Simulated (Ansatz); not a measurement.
A computed series for hypothetical P-3m1 In2O3: carrier doping

Take In2O3 (space group P-3m1, No. 164; a = 3.419 Å, c = 6.094 Å; a hypothetical phase, not in the database extracts checked) as the base.

Carriers are added at fixed cell with a uniform background; the Fermi–Dirac width is that of 300 K.

The values are results of Ansatz (a program for electronic structure), PBEsol, PAW, cutoff 420 eV, no spin-orbit coupling, not measurements.

Notes on the quantities. Fermi level from band edge: Fermi level relative to the doped band's edge (positive inside the band; to 0.05 eV).

```json
[
 {"electron density (10^21 cm⁻³)": "2", "Fermi level from band edge (eV)": "1.85"},
 {"electron density (10^21 cm⁻³)": "3", "Fermi level from band edge (eV)": "?"},
 {"electron density (10^21 cm⁻³)": "5", "Fermi level from band edge (eV)": "2.60"},
 {"electron density (10^21 cm⁻³)": "10", "Fermi level from band edge (eV)": "3.35"}
]
```

Fit E_F = C n^s, fitted as a line in log–log form (a parabolic band gives s = 2/3) to the rows shown and predict the withheld row.

Least squares on the printed values gives C = 1.43 eV, s = 0.37 (largest residual 0.00 eV); this predicts 2.15 eV, and the run gives 2.15 eV, in agreement.

Carriers are added with a uniform compensating background; total energy and stress of such cells depend on the potential's zero and are not compared; many-body gap narrowing is missing at this level. No phonon test of stability was made. The base started in P3m1 and relaxed to P-3m1 at this level.
